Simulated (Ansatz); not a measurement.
```yaml
crystal:
  lattice:
    - [3.72128, 0.00000, 0.00000]
    - [-1.86064, 3.22273, 0.00000]
    - [0.00000, 0.00000, 15.45067]
  atoms:
    - { symbol: Ga, position: [0.33333, 0.66667, 0.17168] }
    - { symbol: Ga, position: [0.66667, 0.33333, 0.67168] }
    - { symbol: Ga, position: [0.66667, 0.33333, 0.82832] }
    - { symbol: Ga, position: [0.33333, 0.66667, 0.32832] }
    - { symbol: Se, position: [0.33333, 0.66667, 0.59491] }
    - { symbol: Se, position: [0.66667, 0.33333, 0.09491] }
    - { symbol: Se, position: [0.66667, 0.33333, 0.40509] }
    - { symbol: Se, position: [0.33333, 0.66667, 0.90509] }
```

No spin polarisation.

All numbers come from PBE-D3(BJ) (Ansatz, a first-principles code; PAW; 420 eV plane waves; without spin-orbit coupling), earlier PAW set. k-mesh 10×10×2 (Γ-centred); smearing 0.05 eV (Fermi–Dirac).

Task: What band gap does the calculation give?

Result: 0.82 eV.

Task: What width of the top valence band does the calculation give?

Result: 2.38 eV.

Task: What valence-band top at Γ (three highest levels, from the VBM) does the calculation give?

Result: 0.00, -1.26, -1.26 eV.

Load acts through the strain it causes; cell and atoms are relaxed under it. Stability against distortions was not tested. The cell was made from GaSe in the beta-GaS type structure (space group P6_3/mmc, No. 194; layered, stacked along the Cartesian z axis) by this change: pressure 2.1 GPa.
